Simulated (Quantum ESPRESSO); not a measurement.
Troubleshooting Quantum ESPRESSO: a failed run on K2NaLaCl6 (Fm-3m, 10 atoms in the cell). The aim is a self-consistent single point with DFT, PBEsol, plane waves, GBRV 1.5 ultrasoft (PBESOL) pseudopotentials.

Cell that was meant: a = 7.7708 Å, b = 7.7708 Å, c = 7.7708 Å, α = 60.00°, β = 60.00°, γ = 60.00°.

Part of the input:

```fortran
K     39.0983  k_pbesol_v1.4.uspp.F.UPF
Na    22.9898  na_pbesol_v1.5.uspp.F.UPF
La   138.9055  la_pbesol_v1.uspp.F.UPF
Cl    35.4500  CL_PBESOL_V1.4.USPP.f.upf
ATOMIC_POSITIONS {angstrom}
K     8.2421700000    8.2421700000    8.2421700000
K     2.7473900000    2.7473900000    2.7473900000
```

Output (repeated stretches shortened):

```
 %%%%%%%%%%%%%%%%%%%%%%%%%%%%%%%%%%%%%%%%%%%%%%%%%%%%%%%%%%%%%%%%%%%%%%%%%%%%%%
     Error in routine readpp (1):
     file ./CL_PBESOL_V1.4.USPP.f.upf not found
 %%%%%%%%%%%%%%%%%%%%%%%%%%%%%%%%%%%%%%%%%%%%%%%%%%%%%%%%%%%%%%%%%%%%%%%%%%%%%%

     stopping ...
```

Q: Read the log: what does the program object to, and what is the fix?

A: The fault is a potential or basis that cannot be found. The input names a file or set that is not where the program looks, or that does not exist under that name. To fix it, correct the name or place the file. The program stopped before any SCF iteration.

An input that runs soundly differs in these lines (not the only fix; some lines may just follow from the change or write a value another way):
```diff
-Cl    35.4500  CL_PBESOL_V1.4.USPP.f.upf
+Cl    35.4500  cl_pbesol_v1.4.uspp.F.UPF
```

With that input, the run converged in 12 iterations: free energy E − TS -6964.8493 eV; top of the valence band (on the code's own zero) 0.84 eV; gap on the k-point mesh 4.58 eV; pressure -1.19 GPa; largest force (vector length) 0.115 eV/Å (DFT, PBEsol, plane waves, GBRV 1.5 ultrasoft (PBESOL) pseudopotentials).

On the sound input: the starting cell comes from a database of computed structures (which also holds hypothetical and non-ambient phases and stackings), without a prior relaxation at this level.
